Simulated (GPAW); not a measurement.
Short convergence ladders for Na (Im-3m, 1 atom in the cell)

```yaml
crystal:
  lattice:
    - [-2.14065, 2.14065, 2.14065]
    - [2.14065, -2.14065, 2.14065]
    - [2.14065, 2.14065, -2.14065]
  atoms:
    - { symbol: Na, position: [0.00000, 0.00000, 0.00000] }
```

Base method: PBE, GPAW PAW datasets PBE (gpaw-data 1.0.1) (plane waves; GPAW).

Base settings: mode = pw; ecut = 850 eV; xc = PBE; kpts = 6 6 6; mesh shift (steps) = 0 0 0; occupations.name = fermi-dirac; occupations.width = 0.1 eV; nbands = -9; symmetry.symmorphic = false; symmetry.tolerance = 0.0005.

The count of work is k-points × plane waves × bands × iterations; it is no time. 

**The width of Fermi-Dirac smearing**

In this ladder: kpts = 10 10 10.

Narrow widths need finer meshes than wide ones, so the last steps can hold mesh noise.

Only quantities that move along the ladder and can be compared are tabulated; pressure and forces are left out, as mesh noise rules them at narrow widths.

```tsv
occupations.width	free energy less the last step's (meV/atom)	energy extrapolated to zero width less the last step's (meV/atom)
1 eV	-754.99	-53.82
0.5 eV	-200.87	-9.02
0.3 eV	-74.36	-4.88
0.2 eV	-33.59	-3.26
0.1 eV	-7.59	-1.21
0.05 eV	0.00	0.00
```

Widest occupations.width that holds the free energy within 5 meV/atom: not settled: the last two steps still differ by 7.6 meV/atom, over half the tolerance, so the ladder does not show it.

Widest occupations.width that holds the energy extrapolated to zero width within 2 meV/atom: not settled: the last two steps still differ by 1.2 meV/atom, over half the tolerance, so the ladder does not show it.

The extrapolation to zero width removes most of the smearing's effect on the energy.

**The width of Methfessel-Paxton smearing**

In this ladder: kpts = 10 10 10; occupations.name = methfessel-paxton; occupations.order = 1.

Narrow widths need finer meshes than wide ones, so the last steps can hold mesh noise.

Only quantities that move along the ladder and can be compared are tabulated; pressure and forces are left out, as mesh noise rules them at narrow widths.

```csv
occupations.width,free energy less the last step's (meV/atom)
1 eV,-6.93
0.5 eV,-4.66
0.3 eV,-2.82
0.2 eV,-2.04
0.1 eV,-0.91
0.05 eV,0.00
```

Widest occupations.width that holds the free energy within 1 meV/atom: not settled: the last two steps still differ by 0.91 meV/atom, over half the tolerance, so the ladder does not show it.

**The mesh under tetrahedron occupations**

In this ladder: occupations.name = improved-tetrahedron-method; occupations.width = default.

Only quantities that move along the ladder and can be compared are tabulated.

| kpts | free energy less the last step's (meV/atom) | count of work / last |
|---|---|---|
| 5 5 5 | -17.79 | 0.022 |
| 6 6 6 | -9.02 | 0.035 |
| 7 7 7 | -3.26 | 0.044 |
| 9 9 9 | 0.73 | 0.077 |
| 11 11 11 | 0.44 | 0.12 |
| 13 13 13 | 0.17 | 0.18 |
| 16 16 16 | -0.07 | 0.32 |
| 20 20 20 | -0.05 | 0.56 |
| 25 25 25 | 0.00 | 1.0 |

Coarsest kpts that holds the free energy within 1 meV/atom of the last step, with all finer ones: 9 9 9, at 0.077 of the last step's count of work; the step before is off by 3.3 meV/atom.

On the base run: the starting cell has typed, rounded lattice constants, without a prior relaxation at this level. Its lattice was rescaled by up to half a per cent.

Left out of this page: 4 runs of the series outside the window shown, repeating another row's setting, or not comparable.
